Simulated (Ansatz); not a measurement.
**Lattice constant a of GaAs (model structure, started from the CsCl type, Pm-3m, No. 221, 2 atoms in the cell) at several levels of theory**

No measured value is used here.

| level (code) | value (Å) |
|---|---|
| LDA (Ansatz) | 3.280 |
| PBE (Ansatz) | 3.371 |
| PBE-D3(BJ) (Ansatz) | 3.313 |
| r²SCAN (Ansatz) | 3.339 |
| r²SCAN+rVV10 (Ansatz) | 3.323 |

Cutoffs differ between the levels. Ansatz's density-functional and Hartree–Fock values are scalar-relativistic unless marked +SOC, with PAW data made under PBE.

A model structure was made by putting elements into a prototype or built by hand; it is no filed structure, need not be a known phase, and can be a saddle point held by its symmetry.

Ansatz is a first-principles code.
